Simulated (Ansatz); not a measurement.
## ZnSe: isotropic strain −3.01 %

Start from ZnSe in the zinc blende structure (space group F-43m, No. 216; a = 5.733 Å).

Perturbation: the cell is scaled by 0.9699 in all directions; the atoms relax in the strained cell.

Method: PBE (Ansatz, a quantum-chemistry and plane-wave program, PAW, without spin-orbit coupling). Γ-centred 10×10×10 mesh, Fermi–Dirac width 0.05 eV.

| quantity | base | changed | shift |
|---|---|---|---|
| space group | F-43m (No. 216) | F-43m (No. 216) | – |
| shortest interatomic distance | 2.482 Å | 2.408 Å | -0.0747 Å |
| energy relative to the base (free energy F) | 0 meV/atom | +38 meV/atom | +38 meV/atom |
| band gap | 1.15 eV | 1.52 eV | +0.37 eV |
| gap character | direct at Γ | direct at Γ | – |
| mean gap deformation potential ΔEg/Δln V | – | -4.0 eV | – |
| electron mass | 0.090 mₑ (at Γ) | 0.11 mₑ (at Γ) | – |
| hole mass (degenerate bands, along [100]) | 0.094, 0.63, 0.63 mₑ (at Γ) | 0.11, 0.56, 0.56 mₑ (at Γ) | – |
| valley order (the lowest conduction-band minima on the path, energy above the VBM, named in the base's zone) | Γ 1.15 eV; L along ⟨111⟩ 2.49 eV; X along ⟨100⟩ 3.07 eV | Γ 1.52 eV; L along ⟨111⟩ 2.64 eV; X along ⟨100⟩ 2.85 eV | – |

Masses are band curvatures over ±0.01 Å⁻¹ around the edge. Semilocal Kohn–Sham gaps tend to fall short of experiment. Stability against distortions was not tested.
